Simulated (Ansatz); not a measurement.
# LaB₆ (space group Pm-3m, No. 221)

```yaml
crystal:
  lattice:
    - [4.15253, 0.00000, 0.00000]
    - [0.00000, 4.15253, 0.00000]
    - [0.00000, 0.00000, 4.15253]
  atoms:
    - { symbol: La, position: [0.00000, 0.00000, 0.00000] }
    - { symbol: B, position: [0.20000, 0.50000, 0.50000] }
    - { symbol: B, position: [0.80000, 0.50000, 0.50000] }
    - { symbol: B, position: [0.50000, 0.50000, 0.20000] }
    - { symbol: B, position: [0.50000, 0.50000, 0.80000] }
    - { symbol: B, position: [0.50000, 0.20000, 0.50000] }
    - { symbol: B, position: [0.50000, 0.80000, 0.50000] }
```

Calculations: Kohn–Sham DFT with the r2SCAN functional, run in Ansatz (a program for electronic structure) with PAW and 500 eV plane waves, spin-orbit coupling left out. k-mesh 11×11×11 (Γ-centred); smearing 0.05 eV (Fermi–Dirac).

```json
{
 "volume_per_atom": "10.23 Å³",
 "density": "4.73 g/cm³",
 "band_gap": "zero",
 "total_energy": "-1029.772 eV/atom (σ→0; compares only within this code and set-up)"
}
```

No phonon test of stability was made. All final runs are without spin polarisation. An odd electron count without spin: LaB6.
